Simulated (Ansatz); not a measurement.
System: Be3N2 (Ia-3, No. 206). Method: PBEsol (Ansatz, an electronic-structure program, PAW).

Settings: plane-wave cutoff 520 eV, 6×6×6 k mesh, Fermi–Dirac smearing 0.01 eV, scalar-relativistic PAW data made under PBE.

Computed at the level's own relaxed cell.

Question: What does this level give for the lattice parameter a, bulk modulus B0, band gap, pressure derivative B′ of the bulk modulus and equilibrium volume per atom?

Answer: 
- lattice parameter a = 8.110 Å
- bulk modulus B0 = 221 GPa
- band gap = 3.21 eV (direct)
- pressure derivative B′ of the bulk modulus = 3.6
- equilibrium volume per atom = 6.67 Å³/atom

Static lattice: no zero-point or thermal effects.

Cost on a shared machine: roughly 25 core-minutes.
